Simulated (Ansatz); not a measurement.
The starting structures come from a database of crystals and need not be the phases stable at ambient conditions.

The decay constant κ of evanescent states in the gap governs leakage through a thin film.

Given:

```xyz
4
Lattice="3.7301 0.0000 0.0000 0.0000 5.2751 0.0000 0.0000 2.6376 2.6376" Properties=species:S:1:pos:R:3 pbc="T T T"
W      0.0000     0.0000     0.0000
O      1.8650     0.0000     0.0000
O      0.0000     3.9563     1.3188
O      0.0000     1.3188     1.3188
```

The cell is strained (all lengths scaled by 0.98); by PBEsol it stands under a pressure of 15.4 GPa.

Transport runs along the normal of the first two printed cell vectors, the (110) plane of the conventional cell.

The gap is the functional's own, uncorrected, and κ follows it; spin-orbit coupling is left out. Mid-gap means the computed energy nearest the middle.

Compute, with Ansatz (a program for electronic structure) with PBEsol, the band gap and the smallest decay constant κ at mid-gap.

Gap 0.65 eV on a 12×12×12 mesh; κ = 0.104 1/Å, at the zone centre.
